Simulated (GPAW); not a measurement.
A working GPAW input for NbC (Fm-3m, 2 atoms in the cell) (DFT PBE, plane waves, GPAW PAW datasets PBE (gpaw-data 1.0.1)):

```python
from ase import Atoms
from ase.units import GPa
from gpaw import GPAW

atoms = Atoms(['Nb', 'C'],
              cell=[[0.000000, 2.204907, 2.204907],
                    [2.204907, 0.000000, 2.204907],
                    [2.204907, 2.204907, 0.000000]],
              scaled_positions=[[0.000000, 0.000000, 0.000000],
                                [0.500000, 0.500000, 0.500000]],
              pbc=True)

calc = GPAW(mode={'name': 'pw', 'ecut': 900},
            xc='PBE',
            kpts=(17, 17, 17),
            occupations={'name': 'fermi-dirac', 'width': 0.1},
            nbands=-6,
            symmetry={'symmorphic': False, 'tolerance': 0.0005},
            maxiter=100,
            txt='-')

atoms.calc = calc

energy = atoms.get_potential_energy()
print('Energy (eV):', round(energy, 6))
forces = atoms.get_forces()
print('Forces (eV/Ang):')
print(forces.round(5))
stress = atoms.get_stress()
print('Stress (GPa, Voigt):', (stress / GPa).round(4))
```

The run converged in 12 iterations: free energy E − TS (from the program's reference atoms) -20.6949 eV; Fermi level (on the code's own zero) 13.95 eV. Each of these slips is then made, one at a time:

(1)
```diff
-              scaled_positions=[[0.000000, 0.000000, 0.000000],
-                                [0.500000, 0.500000, 0.500000]],
+              scaled_positions=[[0.000000, 0.000000, 0.000000]],
```

(2)
```diff
-            maxiter=100,
+            maxiter=5,
```

Question: How does each altered input end?

Answer: 
(1) An atom count that does not match the list of atoms. The program stopped before any SCF iteration, with the message: ValueError: Array "positions" has wrong length: 1 != 2..

(2) An iteration limit that is too low. The run ended unconverged after 5 iterations, with the message: gpaw.KohnShamConvergenceError: Did not converge! See text output for help..

The starting cell comes from a database of computed structures (which also holds hypothetical and non-ambient phases and stackings), without a prior relaxation at this level. Its lattice was rescaled by a random factor within 2.5 % of one. Spin polarisation is off.

Left out of this page: 4 runs of the series outside the window shown, repeating another row's setting, or not comparable; 1 run of the series stopped by limits of time or memory.
